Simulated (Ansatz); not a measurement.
Consider TiO2 in the anatase structure (space group I4_1/amd, No. 141; a = 3.7698 Å, c = 9.5517 Å).

Calculations: PBEsol (Ansatz, an electronic-structure program; PAW; 420 eV plane waves; scalar-relativistic without spin-orbit coupling).

Strains are applied to the cell and any free atomic positions relax.

One change was made to it. Results:

| quantity | base | after |
|---|---|---|
| smallest direct gap | 2.44 eV | 2.52 eV |
| band gap | 2.11 eV | 2.14 eV |
| pressure (mean of the normal stresses, compression positive) | 0.00 GPa | 7.94 GPa |

Task: What was done to the base?
(A) isotropic strain −1.20 %
(B) isotropic strain −0.60 %
(C) isotropic strain −2.40 %
(D) isotropic strain −1.80 %

Result: A, isotropic strain −1.20 %. For comparison, the pressure in the other runs: isotropic strain −0.60 % gives 3.80 GPa; isotropic strain −2.40 % gives 17.31 GPa; isotropic strain −1.80 % gives 12.42 GPa.

No phonon test of stability was made. All final runs are without spin polarisation.
